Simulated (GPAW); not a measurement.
GPAW run on SnO2 (P4_2/mnm, 6 atoms in the cell): self-consistent single point.

Level of theory: PBE, GPAW PAW datasets PBE (gpaw-data 1.0.1) (plane waves; GPAW).

```
SnO2
1.0
    4.87775     0.00000     0.00000
    0.00000     4.87775     0.00000
    0.00000     0.00000     3.28352
Sn O
2 4
Direct
  0.50000   0.50000   0.50000
  0.00000   0.00000   0.00000
  0.19403   0.80597   0.50000
  0.80597   0.19403   0.50000
  0.69403   0.69403   0.00000
  0.30597   0.30597   0.00000
```

Reference input (self-consistent single point, DFT PBE, plane waves, GPAW PAW datasets PBE (gpaw-data 1.0.1)): mode = pw; ecut = 950 eV; xc = PBE; kpts = 7 7 10; mesh shift (steps) = 0 0 0; occupations.name = fermi-dirac; occupations.width = 0 eV; nbands = -8; convergence.density = 1e-05 e/electron; convergence.energy = 1e-05 eV/electron; convergence.bands = -6; symmetry.symmorphic = false. This run's input differs from it in these lines:

```diff
@@ -18,3 +18,3 @@
             xc='PBE',
-            kpts={'size': (7, 7, 10), 'gamma': True},
+            kpts=(3, 3, 5),
             occupations={'name': 'fermi-dirac', 'width': 0.0},
```

Output, abridged:

```
     iter     time        total  log10-change:
                         energy   eigst   dens
iter:   1 --:--:--   -44.481802   +0.36
iter:   2 --:--:--   -42.906328   -0.73  -0.90
iter:   3 --:--:--   -38.887954   -0.39  -0.95
iter:   4 --:--:--   -39.074860   -0.55  -1.29
iter:   5 --:--:--   -38.786180   -1.77  -1.49
iter:   6 --:--:--   -38.795939   -2.92  -1.89
iter:   7 --:--:--   -38.798399   -3.47  -2.48
iter:   8 --:--:--   -38.792581   -3.51  -2.38
iter:   9 --:--:--   -38.792514   -4.25  -3.19
iter:  10 --:--:--   -38.792549c  -5.22  -3.58
iter:  11 --:--:--   -38.792566c  -5.64  -3.65
iter:  12 --:--:--   -38.792534c  -5.79  -3.60
iter:  13 --:--:--   -38.792530c  -6.12  -3.91
iter:  14 --:--:--   -38.792530c  -6.97  -4.30
iter:  15 --:--:--   -38.792530c  -8.10c -4.35
iter:  16 --:--:--   -38.792529c  -7.01  -4.38
iter:  17 --:--:--   -38.792529c  -8.12c -4.63
iter:  18 --:--:--   -38.792529c  -8.42c -4.67
iter:  19 --:--:--   -38.792530c  -6.97  -4.76
iter:  20 --:--:--   -38.792529c  -6.91  -4.33
iter:  21 --:--:--   -38.792529c  -8.63c -5.06c
Converged after 21 iterations.

Dipole moment: (-0.000000, -0.000000, 0.000000) |e|*Ang

Energy contributions relative to reference atoms: (reference = -344184.795819)

Kinetic:        +50.165067
Potential:      -46.773289
External:        +0.000000
XC:             -42.580843
Entropy (-ST):   +0.000000
Local:           +0.396535
SIC:             +0.000000
--------------------------
Free energy:    -38.792529
Extrapolated:   -38.792529

Showing only first 2 kpts
 Kpt  Band  Eigenvalues  Occupancy
  0    24      4.38904    2.00000
  0    25      5.09653    2.00000
  0    26      5.41650    0.00000
  0    27     10.48265    0.00000

  1    24      4.36415    2.00000
  1    25      4.81723    2.00000
  1    26      7.40695    0.00000
  1    27     10.97841    0.00000

Fermi level: 5.25651

Gap: 0.320 eV
Transition (v -> c):
   [... lines left out ...]
  0 Sn    0.00000   -0.00000    0.00000
  1 Sn    0.00000   -0.00000    0.00000
  2 O    -0.14812    0.14812    0.00000
  3 O     0.14812   -0.14812    0.00000
  4 O    -0.14812   -0.14812    0.00000
  5 O     0.14812    0.14812    0.00000

Stress tensor:
     0.038636     0.000000     0.000000
     0.000000     0.038636     0.000000
     0.000000     0.000000     0.056908
Stress (GPa, Voigt): [6.1902 6.1902 9.1176 0.     0.     0.    ]
```

The run converged in 21 iterations. GPAW prints stress with tension positive. Against the reference run the free energy rises by 1.6 meV/atom, the largest force moves little (0.205 to 0.209 eV/Å) and the gap on the mesh moves little (0.324 to 0.320 eV).

At such cutoffs GPAW's stress carries a finite-basis (Pulay) error, which enters relaxed cells too; its log prints stress with tension positive.

The starting cell comes from a database of computed structures (which also holds hypothetical and non-ambient phases and stackings), without a prior relaxation at this level. Its lattice was rescaled by a random factor within 2.5 % of one.

Cost on one core of a shared machine: roughly 40 s.
